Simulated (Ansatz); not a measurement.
**Ba2TaBiO6: response to strain**

Take Ba2TaBiO6 (space group R-3, No. 148; a cell from a computed database, its experimental status unchecked) as the base.

```
CELL_PARAMETERS angstrom
      3.03607     1.75287     4.86295
     -3.03607     1.75287     4.86295
      0.00000    -3.50575     4.86295
ATOMIC_POSITIONS crystal
  Ba 0.74826 0.74826 0.74826
  Ba 0.25174 0.25174 0.25174
  Ta 0.50000 0.50000 0.50000
  Bi 0.00000 0.00000 0.00000
  O  0.72396 0.20992 0.33087
  O  0.27604 0.79008 0.66913
  O  0.33087 0.72396 0.20992
  O  0.66913 0.27604 0.79008
  O  0.20992 0.33087 0.72396
  O  0.79008 0.66913 0.27604
```

Cartesian axes are those of the cell as printed.

Strains are applied to the cell and any free atomic positions relax; under biaxial strain the out-of-plane vector relaxes too.

Computed with DFT with PBEsol, PAW potentials and a 420 eV plane-wave cutoff in Ansatz (an electronic-structure program), no spin-orbit coupling.

Notes on the quantities. energy relative to the base: free energy F.

```csv
case,volume per atom,band gap,energy relative to the base,space group
base,15.53 Å³,2.46 eV,0 meV/atom,R-3 (No. 148)
"biaxial strain −3.39 %, plane normal [001], relaxed out of plane",15.16 Å³,2.28 eV,+25 meV/atom,R-3 (No. 148)
"biaxial strain +4.65 %, plane normal [001], relaxed out of plane",16.39 Å³,2.26 eV,+47 meV/atom,R-3 (No. 148)
uniaxial strain ε_yy = −2.69 %,15.11 Å³,2.26 eV,+4.3 meV/atom,P-1 (No. 2)
```

With Bi and Ta present, leaving out spin-orbit coupling can change the band edges. Whether these cells are dynamically stable was not tested. Under uniaxial strain ε_yy = −2.69 % atoms moved by over 0.3 Å (layers or molecules slid or turned), so the response is not a plain elastic one.
